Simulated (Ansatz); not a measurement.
# CdSe: pressure series

Start from CdSe in the zinc blende structure (space group F-43m, No. 216; a = 6.082 Å).

Cell and atoms are relaxed at each pressure.

All numbers come from PBEsol (Ansatz, a program for electronic structure; PAW; 420 eV plane waves; no spin-orbit coupling).

```json
[
 {"change": "base", "electron mass": "0.049 mₑ (at Γ)", "band gap": "0.48 eV", "lattice parameter a": "11.493 bohr"},
 {"change": "pressure −2 GPa", "electron mass": "0.042 mₑ (at Γ)", "band gap": "0.40 eV", "lattice parameter a": "11.657 bohr"},
 {"change": "pressure −1 GPa", "electron mass": "0.046 mₑ (at Γ)", "band gap": "0.44 eV", "lattice parameter a": "11.571 bohr"},
 {"change": "pressure 0.9 GPa", "electron mass": "0.051 mₑ (at Γ)", "band gap": "0.51 eV", "lattice parameter a": "11.430 bohr"},
 {"change": "pressure 2.1 GPa", "electron mass": "0.054 mₑ (at Γ)", "band gap": "0.55 eV", "lattice parameter a": "11.353 bohr"},
 {"change": "pressure 4.5 GPa", "electron mass": "0.059 mₑ (at Γ)", "band gap": "0.62 eV", "lattice parameter a": "11.217 bohr"},
 {"change": "pressure 9 GPa", "electron mass": "0.066 mₑ (at Γ)", "band gap": "0.72 eV", "lattice parameter a": "11.013 bohr"},
 {"change": "pressure 15 GPa", "electron mass": "0.072 mₑ (at Γ)", "band gap": "0.82 eV", "lattice parameter a": "10.802 bohr"},
 {"change": "pressure 22.5 GPa", "electron mass": "0.078 mₑ (at Γ)", "band gap": "0.92 eV", "lattice parameter a": "10.596 bohr"},
 {"change": "pressure 30 GPa", "electron mass": "0.083 mₑ (at Γ)", "band gap": "0.99 eV", "lattice parameter a": "10.430 bohr"}
]
```

Load acts through the strain it causes; cell and atoms are relaxed under it. Effective masses come from finite differences of ±0.01 Å⁻¹. Whether these cells are dynamically stable was not tested. Tetrahedral semiconductors of this kind turn to denser phases somewhere between about 1 and 50 GPa; those were not computed, so compressed cells here can lie past the real transition.
